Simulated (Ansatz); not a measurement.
# Effective masses and thermopower of SiC under load (space group P6_3mc)

Given:

```
CSi
1.0
    2.99827     0.00000     0.00000
   -1.49913     2.59658     0.00000
    0.00000     0.00000     4.91684
Si C
2 2
Direct
  0.33333   0.66667   0.99961
  0.66667   0.33333   0.49961
  0.33333   0.66667   0.37539
  0.66667   0.33333   0.87539
```

The numbers are results of PBE with spin-orbit coupling, rigid bands (plane waves, PAW; Ansatz, a program for electronic structure), not measurements. Condition of this run: hydrostatic pressure of 20 GPa (compression positive) (the target of the relaxation). How the cell was made: cell and atoms relaxed with PBEsol, then loaded as said.

| Property | Value |
|---|---|
| band gap | 2.13 eV |
| electron conductivity mass (300 K, dilute) | 0.43 (x), 0.43 (y), 0.26 (z) mₑ |
| hole conductivity mass (300 K, dilute) | 1.31 (x), 1.31 (y), 1.54 (z) mₑ |
| effective density of states N_c (300 K) | 1.0e19 cm⁻³ |
| effective density of states N_v (300 K) | 7.7e19 cm⁻³ |
| density-of-states mass, electrons | 0.55 mₑ |
| density-of-states mass, holes | 2.1 mₑ |
| Seebeck coefficient, n-type 1e19 cm⁻³, 300 K | -228 μV/K |
| best n-type power factor at 300 K for τ = 10 fs (best axis; densities from 1e16 to 1e21 cm⁻³ tried, whether or not they can be reached) | 6.9 μW/(cm·K²) at 3e19 cm⁻³ |
| Seebeck coefficient, p-type 1e19 cm⁻³, 300 K | 402 μV/K |

Rigid bands; masses and Seebeck coefficients take one relaxation time τ for all states and one kind of carrier; polarons and phonon drag are left out. Geometry: cell and atoms relaxed with PBEsol.
